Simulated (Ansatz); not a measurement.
TaTc (Pm-3m), PBEsol, DFPT electron-phonon coupling, linearised Boltzmann equation (Ansatz, a program for electronic structure): phonon-limited resistivity 3.73 μΩ·cm at 300 K, 5.12 μΩ·cm at 400 K, current-weighted mean free path 45 nm, Drude plasma energy 5.63 eV.

Estimate the electronic thermal conductivity at 300 K by the Wiedemann-Franz law (L₀ = 2.44×10⁻⁸ W·Ω/K²).

L₀T/ρ = 2.44×10⁻⁸ × 300/(3.73×10⁻⁸) = 196 W/(m·K). Inelastic scattering puts the true Lorenz number somewhat under L₀ near and below the Debye temperature.

What temperature coefficient of resistance follows, and how does it compare with 1/T?

(ρ₄₀₀ − ρ₃₀₀)/(100 K × ρ₃₀₀) = 3.73×10⁻³ K⁻¹, against 1/T = 3.33×10⁻³ K⁻¹ for a resistivity proportional to T. It lies higher because phonons are still being populated at 300 K; impurities would add a constant and lower it.

What is the classical skin depth at 1 GHz (nonmagnetic, μ₀ = 1.257×10⁻⁶ H/m)?

δ = √(ρ/(π f μ₀)) = 3070 nm.

A metal at this level (no band gap). Only scattering by harmonic phonons is included (no impurities, grain boundaries, electron-electron scattering or thermal expansion). Spin-orbit coupling is left out, which matters with elements this heavy. Halving the electron mesh (28x28x28) moves the resistivity by up to 5 % at 300 K, the mean free path by up to 5 %. Smearing 0.20 eV; phonons on a 4x4x4 q mesh, which this run doesn't test.

Formula and space group known from diffraction (Crystallography Open Database), not checked to be the room-temperature form: TaTc (Pm-3m).
